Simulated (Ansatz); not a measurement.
**P (model structure, started from the lonsdaleite type, P6₃/mmc, No. 194, 4 atoms in the cell)**

All values below come from G0W0@PBEsol in Ansatz (hard PAW, contour deformation, complete-basis limit).

Settings: largest k mesh 9×9×2 (not extrapolated in the mesh).

Cell (relaxed with PBEsol):

```xyz
4
Lattice="3.2456 0.0000 0.0000 -1.6228 2.8108 0.0000 0.0000 0.0000 11.3387" Properties=species:S:1:pos:R:3 pbc="T T T"
P      0.0000     1.8739     0.6204
P      1.6228     0.9369     6.2898
P      1.6228     0.9369    10.7183
P      0.0000     1.8739     5.0489
```

```json
{
 "band_gap": "2.34 eV (indirect)"
}
```

Note: the relaxation could raise the start's symmetry but not lower it, so the cell can be a saddle point; the gap holds a correction of +0.06 eV to the complete basis, taken at k points off the band edges; the gap is lowered by 0.04 eV for band edges off the mesh, as the parent functional finds them.

A model structure was made by putting elements into a prototype or built by hand; it is no filed structure, need not be a known phase, and can be a saddle point held by its symmetry.

Ansatz is a first-principles code.
